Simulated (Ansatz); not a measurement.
Start from PbSe in the rock salt structure (space group Fm-3m, No. 225; a = 6.178 Å).

Computed with Kohn–Sham DFT with the r2SCAN functional, run in Ansatz (a program for electronic structure) with PAW and 500 eV plane waves, scalar-relativistic without spin-orbit coupling.

Before the change:

The width of the top valence band is 3.20 eV and the band gap is 0.67 eV.

Modification: every lattice vector is stretched by 1.00 %; the atoms relax in the strained cell.

**Question.** What does the calculation give for the width of the top valence band after the change?

**Answer.** The width of the top valence band falls by 0.21 eV, from 3.20 eV to 2.99 eV.

**Question.** How does this affect the band gap?

**Answer.** The band gap grows by 0.09 eV (0.67 eV → 0.76 eV).

**Question.** Predict the new energy relative to the base.

**Answer.** The energy grows by 4.2 meV/atom.

Spin-orbit coupling, missing from the scalar runs, can matter with Pb. No phonon test of stability was made.
